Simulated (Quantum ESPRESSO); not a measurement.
Quantum ESPRESSO is run on InPd (Pm-3m, 2 atoms in the cell), and the run fails. The aim is a self-consistent single point with DFT, PBE, plane waves, GBRV 1.5 ultrasoft (PBE) pseudopotentials.

The input file:

```fortran
&control
   calculation = 'scf'
   prefix = 'run'
   outdir = './out'
   pseudo_dir = './'
   tprnfor = .true.
   tstress = .true.
/
&system
   ibrav = 0
   nat = 2
   ntyp = 2
   ecutwfc = 40
   ecutrho = 320
   occupations = 'smearing'
   smearing = 'gausian'
   degauss = 0.0073499
/
&electrons
   conv_thr = 1e-10
   mixing_beta = 0.7
/
ATOMIC_SPECIES
In   114.8180  in_pbe_v1.4.uspp.F.UPF
Pd   106.4200  pd_pbe_v1.4.uspp.F.UPF
CELL_PARAMETERS angstrom
   3.2515940000     0.0000000000     0.0000000000
   0.0000000000     3.2515940000     0.0000000000
   0.0000000000     0.0000000000     3.2515940000
ATOMIC_POSITIONS angstrom
In    0.0000000000    0.0000000000    0.0000000000
Pd    1.6257970000    1.6257970000    1.6257970000
K_POINTS automatic
7 7 7  1 1 1
```

Output, abridged:

```
 %%%%%%%%%%%%%%%%%%%%%%%%%%%%%%%%%%%%%%%%%%%%%%%%%%%%%%%%%%%%%%%%%%%%%%%%%%%%%%
     Error in routine  set_occupations (1):
      smearing gausian unknown
 %%%%%%%%%%%%%%%%%%%%%%%%%%%%%%%%%%%%%%%%%%%%%%%%%%%%%%%%%%%%%%%%%%%%%%%%%%%%%%

     stopping ...
```

Q: Read the log: what does the program object to, and what is the fix?

A: The fault is a value that the program does not know. The key takes a closed list of words, and names differ between codes. To fix it, use one of the words that the key accepts. The program stopped before any SCF iteration.

The sound input it was made from differs as follows (other fixes are possible):
```diff
-   smearing = 'gausian'
+   smearing = 'marzari-vanderbilt'
```

With that input, the run converged in 11 iterations: free energy E − TS -4520.4664 eV; Fermi level (on the code's own zero) 16.55 eV; pressure 4.90 GPa (DFT, PBE, plane waves, GBRV 1.5 ultrasoft (PBE) pseudopotentials).

On the sound input: the starting cell comes from a database of computed structures (which also holds hypothetical and non-ambient phases and stackings), without a prior relaxation at this level. Its lattice was rescaled by a random factor within 2.5 % of one. Spin polarisation is off. With a pressure of about 5 GPa the cell is away from its equilibrium volume at this level.
